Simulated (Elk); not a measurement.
## Input and output of a self-consistent single point for In2Au3 (P-3m1, 5 atoms in the cell) (Elk)

Computed with PBEsol, all-electron FP-LAPW, Elk's shipped species files, APW+lo basis with extra local orbitals (Elk 10.2.4).

Input:

```
tasks
  0

xctype
  22

rgkmax
  7.5

gmaxvr
  16.0

nxlo
  2

lorbcnd
  .true.

rmtscf
  0.9

lmaxi
  3

stype
  0

swidth
  0.00499791

maxscl
  100

avec
    8.6436222753    0.0000000317    0.0000000000
   -4.3218111651    7.4855964553    0.0000000000
    0.0000000000    0.0000000000   10.7501568148

sppath
  'species/'

atoms
  2
  'In.in'
  2
  0.6666666667  0.3333333333  0.3216700000    0.0 0.0 0.0
  0.3333333333  0.6666666667  0.6783300000    0.0 0.0 0.0
  'Au.in'
  3
  0.6666666667  0.3333333333  0.8065400000    0.0 0.0 0.0
  0.3333333333  0.6666666667  0.1934600000    0.0 0.0 0.0
  0.0000000000  0.0000000000  0.0000000000    0.0 0.0 0.0

ngridk
  7 7 5
```

Output, abridged:

```
│ Elk code version 10.2.4 │

All units are atomic (Hartree, Bohr, etc.)

│ Ground-state run starting from atomic densities │

Lattice vectors :
   8.643622275      0.3170000000E-07   0.000000000
  -4.321811165       7.485596455       0.000000000
   0.000000000       0.000000000       10.75015681

Unit cell volume      :    695.5638317
Brillouin zone volume :   0.3566174694

Muffin-tin inner radius fraction :   0.1000000000E-01

Nuclei treated as point charges

Species :    1 (In)
 parameters loaded from : In.in
 name : indium
 nuclear charge    :   -49.00000000
 electronic charge :    49.00000000
 atomic mass :    209300.4100
 muffin-tin radius :    2.340000000
 number of radial points in muffin-tin :    597
 atomic positions (lattice), magnetic fields (Cartesian) :
   1 :   0.16666667  0.33333333  0.32167000    0.00000000  0.00000000  0.00000000
   2 :  -0.16666667 -0.33333333 -0.32167000    0.00000000  0.00000000  0.00000000

Species :    2 (Au)
 parameters loaded from : Au.in
 name : gold
 nuclear charge    :   -79.00000000
 electronic charge :    79.00000000
 atomic mass :    359048.0559
 muffin-tin radius :    2.520000000
 number of radial points in muffin-tin :    697
 atomic positions (lattice), magnetic fields (Cartesian) :
   1 :   0.16666667  0.33333333 -0.19346000    0.00000000  0.00000000  0.00000000
   2 :  -0.16666667 -0.33333333  0.19346000    0.00000000  0.00000000  0.00000000
   3 :   0.50000000  0.00000000  0.00000000    0.00000000  0.00000000  0.00000000

Total number of atoms per unit cell :    5

Spin treatment :
 spin-unpolarised

Number of Bravais lattice symmetries :   24
Number of crystal symmetries         :   12
Crystal has inversion symmetry
Real symmetric eigensolver will be used

k-point grid :      7     7     5
k-point offset :    0.000000000       0.000000000       0.000000000
k-point set is reduced with full crystal symmetry group
Total number of k-points :       32

   [... lines left out ...]
Maximum |G| for potential and density :    16.00000000
 potential will be trimmed for |G| > 2 gkmax
Constant for pseudocharge density :   10
Radial integration step length :    4

G-vector grid sizes :     45    45    56
Number of G-vectors :    48007

Maximum angular momentum used for
 APW functions                      :    8
 outer part of muffin-tin           :    6
 inner part of muffin-tin           :    3

Total nuclear charge    :   -335.0000000
Total core charge       :    204.0000000
Total valence charge    :    131.0000000
Total excess charge     :    0.000000000
Total electronic charge :    335.0000000

Effective Wigner radius, rₛ :   0.7914093769

Number of empty states         :   20
Total number of valence states :   86
Total number of core states    :  204

Conduction state local-orbitals added automatically
Total number of local-orbitals :  464

Exchange-correlation functional :     22     0     0
 PBEsol, Phys. Rev. Lett. 100, 136406 (2008)
 gradient requirement :    1
 generalised gradient approximation (GGA)

Smearing type :    0
 Gaussian
Smearing width :   0.4997910000E-02
Effective electronic temperature (K) :    1578.215154

Mixing type :    3
 Broyden mixing, J. Phys. A: Math. Gen. 17, L317 (1984)

Kohn-Sham potential initialised from atomic data
│ Self-consistent loop started │
│ Loop number : 1 │
 total energy                :     -68851.8081757
│ Loop number : 2 │
 total energy                :     -68854.0711848
RMS change in Kohn-Sham potential (target) :   0.2298791251     (  0.1000000000E-05)
Absolute change in total energy (target)   :    2.263009115     (  0.1000000000E-03)
│ Loop number : 3 │
 total energy                :     -68863.5755993
RMS change in Kohn-Sham potential (target) :   0.1919672318     (  0.1000000000E-05)
Absolute change in total energy (target)   :    10.07016681     (  0.1000000000E-03)
│ Loop number : 4 │
 total energy                :     -68868.6520593
RMS change in Kohn-Sham potential (target) :   0.1613712738     (  0.1000000000E-05)
Absolute change in total energy (target)   :    7.594001738     (  0.1000000000E-03)
│ Loop number : 5 │
 total energy                :     -68875.7918084
RMS change in Kohn-Sham potential (target) :   0.1026440552     (  0.1000000000E-05)
Absolute change in total energy (target)   :    9.038249514     (  0.1000000000E-03)
   [... lines left out ...]
Absolute change in total energy (target)   :   0.9673058885E-02 (  0.1000000000E-03)
│ Loop number : 14 │
 total energy                :     -68889.4577021
RMS change in Kohn-Sham potential (target) :   0.6129971738E-06 (  0.1000000000E-05)
Absolute change in total energy (target)   :   0.1630357699E-02 (  0.1000000000E-03)
│ Loop number : 15 │
 total energy                :     -68889.4575607
RMS change in Kohn-Sham potential (target) :   0.4185409509E-06 (  0.1000000000E-05)
Absolute change in total energy (target)   :   0.5490036856E-03 (  0.1000000000E-03)
│ Loop number : 16 │
 total energy                :     -68889.4575599
RMS change in Kohn-Sham potential (target) :   0.8602863511E-07 (  0.1000000000E-05)
Absolute change in total energy (target)   :   0.1380516915E-03 (  0.1000000000E-03)
│ Loop number : 17 │
 total energy                :     -68889.4575362
RMS change in Kohn-Sham potential (target) :   0.3597048871E-07 (  0.1000000000E-05)
Absolute change in total energy (target)   :   0.5821681407E-04 (  0.1000000000E-03)
Convergence targets achieved

│ Loop number : 18 │

Energies :
 Fermi                       :     0.296642488493
 sum of eigenvalues          :     -42220.4770996
 electron kinetic            :      77993.1903407
 core electron kinetic       :      74918.7457776
 Coulomb                     :     -145487.021160
 Coulomb potential           :     -118376.390257
 nuclear-nuclear             :     -5010.75971397
 electron-nuclear            :     -162576.132636
 Hartree                     :      22099.8711894
 Madelung                    :     -86298.8260318
 xc potential                :     -1837.27718343
 exchange                    :     -1373.44963484
 correlation                 :     -22.1770718952
 total energy                :     -68889.4575263

Density of states at Fermi energy :    42.09035589
 (states/Hartree/unit cell)

Estimated indirect band gap :   0.4401517650E-02
 from k-point     14 to k-point     28
Estimated direct band gap   :   0.1030407335E-01
 at k-point     11

Charges :
 core                        :    204.0000000
 valence                     :    131.0000000
 interstitial                :    8.878125077
 muffin-tins (core leakage)
  species :    1 (In)
   atom    1                 :    46.76662603     (  0.5679656773E-03)
   atom    2                 :    46.76662603     (  0.5679656773E-03)
  species :    2 (Au)
   atom    1                 :    77.56357610     (  0.4446079676E-03)
   atom    2                 :    77.56357610     (  0.4446079676E-03)
   atom    3                 :    77.46147066     (  0.4437287356E-03)
 total in muffin-tins        :    326.1218749
 total calculated charge     :    334.9859186
 total charge                :    335.0000000
 error                       :   0.1408137639E-01

│ Self-consistent loop stopped │
```

The run converged in 18 iterations. The count includes the last loop, which Elk runs after its targets are met.

The starting cell comes from a database of computed structures (which also holds hypothetical and non-ambient phases and stackings), without a prior relaxation at this level. Its lattice was rescaled by a random factor within 2.5 % of one. Spin-orbit coupling is off. Values depend on the basis (sphere radii, cutoffs, local orbitals), which need not be converged. The log's line on a gap gives a spacing of levels on this mesh, which the program prints for metals too.

Cost on one core of a shared machine: roughly 3 min.
